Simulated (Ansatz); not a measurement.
## WC: strain along the normal

WC (WC type, P-6m2, 10.288 Å³/atom at rest, c along z) under an equal strain ε in the (0001) plane with the normal axis free, as in a coherent film. PBEsol in Ansatz, a plane-wave DFT program (PAW, default set), 420 eV, 23×23×20 Γ-centred mesh, Fermi-Dirac smearing 0.10 eV; ions are relaxed within the symmetry of each cell.

Here s stands for strain and y for normal strain.

| strain (%) | normal strain (%) |
|---|---|
| -3.00 | ? |
| -1.50 | 0.59 |
| -1.00 | 0.39 |
| -0.50 | 0.19 |
| 0.00 | 0.00 |
| 0.50 | -0.19 |
| 1.00 | -0.37 |
| 1.50 | -0.55 |

Task: Using a straight line, estimate the missing y at s = -3.00 from the other rows, showing the fit.

Result: Means: s 0, y 0.009. About the means, the sum of products is -2.6600 and the sum of squares of s is 7.0000; the slope is their ratio. Least squares gives y = 0.009 - 0.3800·s. Residuals (row less fit): 0.011, 0.001, -0.009, -0.009, -0.009, 0.001, 0.011; standard error 0.010 (degrees of freedom: 5). The slope, -0.38 ± 0.00, is the elastic response of the normal axis, −2C13/C33. At the withheld row, y = 0.009 - 0.3800 × (-3.0) = 1.149%. The calculation gives 1.23%, 0.081% above the prediction (4.6 % of the range of y in the table). The row lies outside the fitted rows, so this is an extrapolation. From the scatter of the fitted rows alone, a prediction at this place has a standard error of 0.015%, so the miss is 5.4 times that.

One order more, fitted to all 13 runs of the series, follows each within 0.01, so the miss is the next term of a smooth law. In a metal these values are sensitive to mesh and smearing; energies are taken to zero smearing, stresses follow the free energy. Rows are the converged runs of the series near zero and its far end; series whose fitted rows scatter by over a few per cent of the range, as at a crossing or softening among them, aren't shown in this form. Most that stay on the fit to the last digits aren't either.
